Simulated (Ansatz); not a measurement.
## Ba under a change: Ba → Yb

The reference is Ba in the bcc (W type) structure (space group Im-3m, No. 229; a = 4.883 Å).

Perturbation: every Ba is replaced by Yb; the structure is relaxed again.

Level of theory: DFT with PBEsol, PAW potentials and a 420 eV plane-wave cutoff in Ansatz (an electronic-structure program), no spin-orbit coupling. k-mesh 16×16×16 (Γ-centred); smearing 0.05 eV (Fermi–Dirac), for the changed cell.

The volume per atom drops by 26.48 Å³, from 58.20 Å³ to 31.72 Å³ and the density goes up by 5.14 g/cm³ (3.92 g/cm³ → 9.06 g/cm³). The lattice parameter a drops by 0.8943 Å to 3.988 Å and the space group remains Im-3m (No. 229). The shortest interatomic distance decreases by 0.774 Å, from 4.228 Å to 3.454 Å and the band gap is still zero.

Cost of the whole job for the changed cell (relaxation, final SCF and bands): around 70 core-seconds (rough).

The state of the 4f shell was not checked for lower solutions. No phonon test of stability was made. For Yb in this form, whether it has been made was not checked. Seeded moments were not kept for Ba → Yb. All final runs are without spin polarisation. This is not the structure that Yb has at room temperature and ambient pressure.
